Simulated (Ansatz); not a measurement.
The reference is CdS in the zinc blende structure (space group F-43m, No. 216; a = 5.8243 Å). Axes: x, y, z lie along the cube axes.

Modification: compressive biaxial strain of 1.04 % in the plane normal to [001], as in epitaxy on a mismatched substrate; the out-of-plane cell vector and the atoms relax.

Levels (all Ansatz, a program for electronic structure, PAW): PBEsol (420 eV, no spin-orbit coupling); PBEsol+SOC (420 eV, with spin-orbit coupling).

The geometry is relaxed with PBEsol.

- PBEsol electron mass: 0.11 mₑ (at Γ)
- PBEsol band gap: 1.00 eV
- PBEsol valence-band top at Γ: 0.00, 0.00, -0.08 eV

With PBEsol+SOC at the same geometry, the electron mass is still 0.11 mₑ (at Γ); the band gap decreases by 0.014 eV (1.00 eV → 0.98 eV); the valence-band top at Γ (three highest Kramers pairs, from the VBM) goes from 0.00, 0.00, -0.08 eV to 0.00, -0.02, -0.10 eV.

Single points use the geometry relaxed with PBEsol. Differences between runs with and without spin-orbit coupling are approximate. Effective masses come from finite differences of ±0.01 Å⁻¹. Whether these cells are dynamically stable was not tested.
